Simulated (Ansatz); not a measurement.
The starting structures come from a database of crystals and need not be the phases stable at ambient conditions.

Consider the following.

```
NaH4IO2
1.0
    5.89886     0.00729    -0.05228
    2.95451     6.49849     0.06736
   -1.06886    -3.14684     6.18515
Na H I O
2 8 2 4
Direct
  0.32144   0.86242   0.52099
  0.67856   0.13758   0.47901
  0.61812   0.10704   0.86305
  0.38188   0.89296   0.13695
  0.80001   0.86305   0.72058
  0.19999   0.13695   0.27942
  0.94332   0.26905   0.86290
  0.05668   0.73095   0.13710
  0.04321   0.34991   0.73419
  0.95679   0.65009   0.26581
  0.24276   0.62067   0.77738
  0.75724   0.37933   0.22262
  0.63943   0.98300   0.71634
  0.36057   0.01700   0.28366
  0.99784   0.22509   0.71745
  0.00216   0.77491   0.28255
```

The cell was relaxed by PBE-D3(BJ); by r2SCAN it stands under a pressure of -0.5 GPa.

Transport runs along the normal of the first two printed cell vectors.

The gap is the functional's own, uncorrected, and κ follows it; spin-orbit coupling is left out. Mid-gap means the computed energy nearest the middle.

Task: State the band gap and the smallest decay constant κ at mid-gap according to r2SCAN run with Ansatz (an electronic-structure program).

Result: Gap 4.41 eV on a 6×6×6 mesh; κ = 0.346 1/Å, at the zone centre.
